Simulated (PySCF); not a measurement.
PySCF 2.14.0, BP86/def2-svp, df: Si(H)2(Cl)(NH2) (N[SiH2]Cl), 7 atoms. The geometry is a generated start, not checked to be a minimum at this level.

```yaml
task: energy
method: bp86
basis: def2-svp
two_electron_scheme: density fitting
mol.max_memory: 3000 MB
mf.max_cycle: 100
mf.init_guess: minao (default)
mf.DIIS: CDIIS (default)
mf.conv_tol: 1e-09 (default)
mf.grids.level: 3 (default)
basis_functions: 70
grid_points: 91200
```

```xyz
7

Si    -0.5680     0.3290     0.0358
N      1.0015    -0.3348    -0.1631
Cl    -1.8375    -1.1766    -0.3859
H     -0.6897     1.3835    -0.9626
H     -0.9216     0.8032     1.3737
H      1.2068    -1.2610     0.1798
H      1.8084     0.2566    -0.0777
```

One run each on 2 threads, 1 BLAS thread. Values of diis_space tried: 3, 5, 8 (default), 12, 20.

Problem. Which value of diis_space needs the fewest Fock builds, and what happens away from it?

Solution. Fewest Fock builds, within one of each other: 5 with 11, 8 (default) with 11, 12 with 11, 20 with 11. The count rises to 18 at 3. All converge to one solution.

| diis_space | Fock builds | end |
|---|---|---|
| 3 | 18 | same solution |
| 5 | 11 | same solution |
| 8 (default) | 11 | same solution |
| 12 | 11 | same solution |
| 20 | 11 | same solution |
